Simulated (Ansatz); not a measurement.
# Pressure series in W

Take W in the bcc (W type) structure (space group Im-3m, No. 229) as the base.

```
CELL_PARAMETERS angstrom
     -1.59176     1.59176     1.59176
      1.59176    -1.59176     1.59176
      1.59176     1.59176    -1.59176
ATOMIC_POSITIONS crystal
  W  0.00000 0.00000 0.00000
```

Cell and atoms are relaxed at each pressure.

The values are results of PBE in Ansatz (plane waves to 420 eV, PAW, spin-orbit coupling left out), not measurements.

Notes on the quantities. enthalpy: H = E + PV relative to the base's energy.

```json
[
 {"variant": "base", "enthalpy": "–", "shortest interatomic distance": "2.757 Å"},
 {"variant": "pressure −2 GPa", "enthalpy": "-0.20 eV/atom", "shortest interatomic distance": "2.763 Å"},
 {"variant": "pressure −1 GPa", "enthalpy": "-0.10 eV/atom", "shortest interatomic distance": "2.760 Å"},
 {"variant": "pressure 0.9 GPa", "enthalpy": "+0.09 eV/atom", "shortest interatomic distance": "2.754 Å"},
 {"variant": "pressure 2.1 GPa", "enthalpy": "+0.21 eV/atom", "shortest interatomic distance": "?"},
 {"variant": "pressure 4.5 GPa", "enthalpy": "+0.45 eV/atom", "shortest interatomic distance": "2.744 Å"},
 {"variant": "pressure 9 GPa", "enthalpy": "+0.89 eV/atom", "shortest interatomic distance": "?"},
 {"variant": "pressure 15 GPa", "enthalpy": "+1.48 eV/atom", "shortest interatomic distance": "?"},
 {"variant": "pressure 22.5 GPa", "enthalpy": "+2.19 eV/atom", "shortest interatomic distance": "2.698 Å"},
 {"variant": "pressure 30 GPa", "enthalpy": "+2.89 eV/atom", "shortest interatomic distance": "?"}
]
```

Problem. What belongs in the blanks?

Solution. 
- pressure 2.1 GPa, shortest interatomic distance: 2.751 Å
- pressure 9 GPa, shortest interatomic distance: 2.732 Å
- pressure 15 GPa, shortest interatomic distance: 2.716 Å
- pressure 30 GPa, shortest interatomic distance: 2.682 Å

Load acts through the strain it causes; cell and atoms are relaxed under it. No phonon test of stability was made. Competing high-pressure phases were not computed. All final runs are without spin polarisation.

Ansatz is a program for electronic structure.
